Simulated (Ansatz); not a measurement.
**ZnCu under a change: biaxial strain +1.67 %, plane normal [111], relaxed out of plane**

Base system: ZnCu in the CsCl type structure (space group Pm-3m, No. 221; a = 2.908 Å; relaxed with 0.1 eV smearing). Axes: x, y, z lie along the cube axes.

Now apply this change: biaxial strain +1.67 %, plane normal [111], relaxed out of plane (Cartesian); in-plane vectors clamped, the third vector and the atoms free.

Method: PBEsol (Ansatz, a quantum-chemistry and plane-wave program, PAW, scalar-relativistic without spin-orbit coupling). k-mesh 20×20×20 (Γ-centred); smearing 0.1 eV (Fermi–Dirac).

The volume per atom goes up by 0.32 Å³ to 12.62 Å³ and the space group becomes R-3m (No. 166) (base: Pm-3m (No. 221)). The shortest interatomic distance drops by 1.93 pm to 249.9 pm and the energy increases by 6.3 meV/atom. The pressure (mean of the normal stresses, compression positive) goes from zero to -3.2 GPa and the band gap is still zero. The out-of-plane strain amounts to -0.77 % and the ratio −ε⊥/ε∥ amounts to 0.46. The mean in-plane stress (compression positive) is -4.7 GPa.

Whether these cells are dynamically stable was not tested. All final runs are without spin polarisation.
